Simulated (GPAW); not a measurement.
Input and output of a self-consistent single point for BaRh2 (Fd-3m, 6 atoms in the cell) (GPAW).

Method of the run: PBEsol, GPAW PAW datasets PBEsol (made by gpaw-setup) (plane waves; GPAW).

```xyz
6
Lattice="0.0000 3.9574 3.9574 3.9574 0.0000 3.9574 3.9574 3.9574 0.0000" Properties=species:S:1:pos:R:3 pbc="T T T"
Ba     3.9574     3.9574     3.9574
Ba     5.9361     5.9361     5.9361
Rh     2.9681     2.9681     0.9894
Rh     2.9681     0.9894     2.9681
Rh     0.9894     0.9894     0.9894
Rh     0.9894     2.9681     2.9681
```
Moments meant for the start (each program seeds them in its own way; μB, in the order of the atoms Ba Ba Rh Rh Rh Rh): 0.0 0.0 1.0 1.0 1.0 1.0.

Reference input (self-consistent single point, DFT PBEsol, plane waves, GPAW PAW datasets PBEsol (made by gpaw-setup)): spinpol = true; mode = pw; ecut = 600 eV; xc = PBEsol; kpts = 5 5 5; mesh shift (steps) = 0 0 0; occupations.name = fermi-dirac; occupations.width = 0.136 eV; nbands = -14; symmetry.symmorphic = false; symmetry.tolerance = 0.0005; maxiter = 120. This run's input differs from it in these lines:

```diff
@@ -21,3 +21,3 @@
             xc='PBEsol',
-            kpts=(5, 5, 5),
+            kpts=(7, 7, 7),
             occupations={'name': 'fermi-dirac', 'width': 0.136},
```

Output, abridged:

```
     iter     time        total  log10-change:  magmom
                         energy   eigst   dens
iter:   1 --:--:--   -39.702772                   +4.0101
iter:   2 --:--:--   -38.934301   -1.66  -1.40    +2.2433
iter:   3 --:--:--   -37.511516   -1.18  -1.48    +0.5605
iter:   4 --:--:--   -37.308145   -2.30  -1.64    +0.3566
iter:   5 --:--:--   -37.217209   -2.39  -1.84    +0.1912
iter:   6 --:--:--   -37.217801   -3.35  -2.30    +0.0590
iter:   7 --:--:--   -37.212191c  -3.06  -2.32    +0.0139
iter:   8 --:--:--   -37.213674c  -3.41  -2.80    -0.0067
iter:   9 --:--:--   -37.213992c  -4.18  -3.08    -0.0063
iter:  10 --:--:--   -37.214095c  -4.52  -3.03    -0.0046
iter:  11 --:--:--   -37.214272c  -4.86  -3.13    -0.0037
iter:  12 --:--:--   -37.214379c  -5.50  -3.23    -0.0017
iter:  13 --:--:--   -37.214372c  -6.53  -3.21    +0.0001
iter:  14 --:--:--   -37.214899c  -5.06  -3.22    +0.0001
iter:  15 --:--:--   -37.214767c  -6.06  -3.70    +0.0001
iter:  16 --:--:--   -37.214767c  -7.35  -4.21c   +0.0000
iter:  17 --:--:--   -37.214798c  -7.19  -4.25c   +0.0000
iter:  18 --:--:--   -37.214811c  -7.34  -4.37c   +0.0000
iter:  19 --:--:--   -37.214813c  -7.56c -4.50c   +0.0000
Converged after 19 iterations.

Dipole moment: (-23.596320, -23.596320, -23.596320) |e|*Ang

Total magnetic moment: (0.000000, 0.000000, 0.000002)
Local magnetic moments:
   0 Ba ( 0.000000,  0.000000,  0.000000)
   1 Ba ( 0.000000,  0.000000,  0.000000)
   2 Rh ( 0.000000,  0.000000,  0.000001)
   3 Rh ( 0.000000,  0.000000,  0.000001)
   4 Rh ( 0.000000,  0.000000,  0.000001)
   5 Rh ( 0.000000,  0.000000,  0.000001)

Energy contributions relative to reference atoms: (reference = -962660.101838)

Kinetic:        -22.007266
Potential:      +21.380501
External:        +0.000000
XC:             -35.797548
Entropy (-ST):   -0.504307
Local:           -0.538346
SIC:             +0.000000
--------------------------
Free energy:    -37.466966
Extrapolated:   -37.214813

Spin contamination: 0.000000 electrons
Showing only first 2 kpts
   [... lines left out ...]
Fermi level: 9.77204
No gap
   [... lines left out ...]
  0 Ba    0.00000    0.00000   -0.00000
  1 Ba   -0.00000   -0.00000   -0.00000
  2 Rh    0.00000    0.00000   -0.00000
  3 Rh    0.00000    0.00000    0.00000
  4 Rh    0.00000   -0.00000   -0.00000
  5 Rh    0.00000    0.00000    0.00000

Stress tensor:
     0.022208    -0.000000    -0.000000
    -0.000000     0.022208    -0.000000
    -0.000000    -0.000000     0.022208
Stress (GPa, Voigt): [ 3.5581  3.5581  3.5581 -0.     -0.     -0.    ]
```

The run converged in 19 iterations. GPAW prints stress with tension positive. Against the reference run the free energy goes up by 8.8 meV/atom and the pressure goes from -3.67 to -3.56 GPa.

The starting cell comes from a database of computed structures (which also holds hypothetical and non-ambient phases and stackings), without a prior relaxation at this level. The starting moments vanished: the run ended non-magnetic. With a pressure of about -4 GPa the cell is away from its equilibrium volume at this level.

Cost on one core of a shared machine: roughly 3 min.
